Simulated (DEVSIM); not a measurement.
Structure: Schottky contact on n-type β-Ga2O3, at 300 K.

Layer 1 from the left is β-Ga2O3, thickness (μm) 1.70, Nd (cm⁻³) 5.1e16, τn (s) 5.6e-10, τp (s) 5.6e-10.

Left contact: Schottky, work function 5.49 eV, emission velocity 4.4e6 cm/s. Right contact: ohmic. Voltage is applied to the left contact. Recombination: SRH at mid-gap, radiative. Mobility is μmin + (μ − μmin)/(1 + (N/Nref)^α).

The device is made up for the run: typed textbook-type constants, with dimensions and the other settings drawn at random. Values at 300 K.

β-Ga2O3: gap (eV) 4.8, affinity (eV) 4, permittivity 10, Nc (cm⁻³) 3.7e18, Nv (cm⁻³) 5e20, μn (cm²/Vs) 160, μp (cm²/Vs) 1, μn,min 20, μp,min 0.1, Nref,n 1e18, Nref,p 1e18, αn 0.8, αp 0.8, B (cm³/s) 1e-12.

**Question.** Estimate by hand the built-in potential, the peak field at zero bias, the capacitance at -0.6 V, and compare with a numerical solution.

**Answer.** 
- Built-in potential: barrier φB = 1.490 eV; Vbi = φB − kT/q ln(N_band/N) = 1.379 V; numerical 1.379 V.
- Peak field at zero bias: depletion approximation: W = √(2εVbi/(qN)) = 0.173 μm with N = 5.10e16 cm⁻³; field = 2Vbi/W = 160000 V/cm; numerical 158000 V/cm (estimate above by 1.2 %).
- Capacitance at -0.6 V: C = √(qεN / 2(Vbi + |V|)) = 42.8 nF/cm²; numerical 43.0 nF/cm² (estimate below by 0.65 %).

DEVSIM, 1D drift-diffusion, Boltzmann statistics, complete ionisation; no tunnelling, impact ionisation, image-force lowering or self-heating. Metal contacts follow the ideal Schottky-Mott rule: no Fermi-level pinning, no interface dipoles.
